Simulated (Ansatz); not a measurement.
# Effect of Ba → La on BaTiO3

Take BaTiO$_{3}$ in the cubic perovskite structure (space group Pm-3m, No. 221; a = 3.9944 Å) as the base.

One thing is altered: La takes the place of Ba on all its sites, then cell and atoms are relaxed.

Calculations: r2SCAN in Ansatz (plane waves to 500 eV, PAW, spin-orbit coupling left out), earlier PAW set. Settings: 12×12×12 k-points, 0.05 eV Fermi–Dirac smearing, for the changed cell.

```json
{
 "volume_per_atom": "12.17 Å³ (base 12.75 Å³)",
 "density": "6.41 g/cm³ (base 6.08 g/cm³)",
 "lattice_parameter_a": "3.933 Å (base 3.994 Å)",
 "space_group": "Pm-3m (No. 221) (base Pm-3m (No. 221))",
 "shortest_interatomic_distance": "1.967 Å (base 1.997 Å)",
 "band_gap": "zero (base 2.18 eV)"
}
```

Final structure:

```
CELL_PARAMETERS angstrom
      3.93345     0.00000     0.00000
      0.00000     3.93345     0.00000
      0.00000     0.00000     3.93345
ATOMIC_POSITIONS crystal
  La 0.00000 0.00000 0.00000
  Ti 0.50000 0.50000 0.50000
  O  0.00000 0.50000 0.50000
  O  0.50000 0.50000 0.00000
  O  0.50000 0.00000 0.50000
```

Cost of the whole job for the changed cell (relaxation, final SCF and bands): about 80 core-seconds (a rough figure).

No phonon test of stability was made. No Hubbard U is applied, and correlation can decide whether such a compound is a metal. All final runs are without spin polarisation. An odd electron count without spin: LaTiO3. Many cubic perovskites are stable only at high temperature; tilts and polar distortions were not tested. This is not the structure that BaTiO3 has at room temperature and ambient pressure.

Ansatz is a quantum-chemistry and plane-wave program.
